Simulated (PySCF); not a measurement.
PySCF 2.14.0, HF/def2-svp: all-trans C7H16 (CCCCCCC), 23 atoms. The geometry is a generated start, not checked to be a minimum at this level.

```python
import time
import numpy
from pyscf import lib
from pyscf import gto, scf, dft, mp, cc, sgx
lib.logger.TIMER_LEVEL = 4
t0 = time.perf_counter()

mol = gto.M(
    atom='''
C     -3.81000000     0.33565000     0.00000000
C     -2.54000000    -0.52435000     0.00000000
C     -1.27000000     0.33565000     0.00000000
C      0.00000000    -0.52435000     0.00000000
C      1.27000000     0.33565000     0.00000000
C      2.54000000    -0.52435000     0.00000000
C      3.81000000     0.33565000     0.00000000
H     -3.81000000     0.96565000     0.88500000
H     -3.81000000     0.96565000    -0.88500000
H     -2.54000000    -1.15435000     0.88500000
H     -2.54000000    -1.15435000    -0.88500000
H     -1.27000000     0.96565000     0.88500000
H     -1.27000000     0.96565000    -0.88500000
H      0.00000000    -1.15435000     0.88500000
H      0.00000000    -1.15435000    -0.88500000
H      1.27000000     0.96565000     0.88500000
H      1.27000000     0.96565000    -0.88500000
H      2.54000000    -1.15435000     0.88500000
H      2.54000000    -1.15435000    -0.88500000
H      3.81000000     0.96565000     0.88500000
H      3.81000000     0.96565000    -0.88500000
H     -4.71000000    -0.28435000     0.00000000
H      4.71000000    -0.28435000     0.00000000
''',
    basis='def2-svp',
    max_memory=4000,
    verbose=4,
)
mf = scf.RHF(mol)
mf.chkfile = None
mf.kernel()
print('SCF converged:', mf.converged)
print('E(SCF) = %.10f' % mf.e_tot)
print('basis functions:', mol.nao_nr())
print('integrals held in memory:', getattr(mf, '_eri', None) is not None)
t1 = time.perf_counter()
print('wall of the SCF part: %.3f s' % (t1 - t0))
print('run ended')
```

The program reports basis functions: 178.

Hardware: Arm Neoverse V2, 96 cores on 1 socket, no SMT, 1 L3 cache group.

Each time is the median wall time of two to five repeats, run one at a time on the otherwise empty machine; start-up is included. Unless noted, each process is bound to its own block of adjacent cores. The times hold for this build (PyPI wheel: OpenMP (GNU), a bundled serial OpenBLAS 0.3.3 under its C layer, NumPy's threaded OpenBLAS held to generic ARMv8 kernels, libcint, Libxc). Scratch files lie in a memory file system.

Started as
```bash
OMP_NUM_THREADS=32 OPENBLAS_NUM_THREADS=1 python -u run.py
```
(32 threads, 1 BLAS thread, two_electron_scheme = exact four-centre integrals) it takes 0.85 s and 11 Fock builds (products with the orbital Hessian counted alike).

### Question
What happens to the run time with two_electron_scheme = COSX exchange (sgx_fit, pjs) with fitted J?

### Answer
About 6.4 s (3 runs within 2 %): 7.5× as long. Launch, exit and the like take 0.40 s of the 0.85 s. Change in the result: energy 0.20 meV/atom.
